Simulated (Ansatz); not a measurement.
# Stishovite (SiO2)

All values below come from PBEsol (Ansatz, a quantum-chemistry and plane-wave program, plane waves, PAW).

Numerical settings: plane-wave cutoff 520 eV, 8×8×12 k mesh (along the axes of the cell as run), Fermi–Dirac smearing 0.01 eV, scalar-relativistic PAW data made under PBE.

Cell: relaxed at this level.

```
Property                                               Value
------------------------------------------  ----------------
volume per atom                                 7.86 Å³/atom
bulk modulus                                         284 GPa
lattice parameter a                                  4.195 Å
c axis length                                        2.678 Å
band gap                                    5.35 eV (direct)
pressure derivative B′ of the bulk modulus               5.4
```

Measured, for comparison: bulk modulus 310 ± 1 GPa (300 K, no zero-point or thermal correction; as tabulated in arXiv:1001.2066); lattice constant a 4.179 Å, lattice parameter c 2.665 Å (room temperature, no zero-point or thermal correction; as tabulated in Hiroi (2015), arXiv:1503.02262). Computed (rounded) less measured: bulk modulus -8 %, lattice constant a +0.4 %, lattice parameter c +0.5 %.

Note: the bulk modulus comes from volumes at which shape and atoms were relaxed.

Computed values are for the static lattice.
